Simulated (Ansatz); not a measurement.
Cells marked so need not be the phases stable at ambient conditions, and some may be hypothetical.

 Where the default PAW files enter, the runs use the earlier of Ansatz's two default sets.

No gap correction and no spin-orbit coupling; mid-gap values are interpolated between computed energies.

A. KRb2GaF6 (Fm-3m, not sure to be the ambient phase, 10 atoms a cell, 16.8 Å³ an atom), along the normal of (110)
B. RbLaTa₂O₇ (P4/mmm, not sure to be the ambient phase, 11 atoms a cell, 15.7 Å³ an atom, -4 GPa at this level), along the normal of (100)
C. AlBO$_{3}$ (R-3c, not sure to be the ambient phase, 10 atoms a cell, 8.1 Å³ an atom, -7 GPa at this level), along the normal of (110)

Task: Put the candidates in order of mid-gap decay constant of the slowest evanescent state, lowest first, for r2SCAN run with Ansatz (a quantum-chemistry and plane-wave program).

Result: B (0.31 1/Å), C (0.45 1/Å), A (0.53 1/Å)
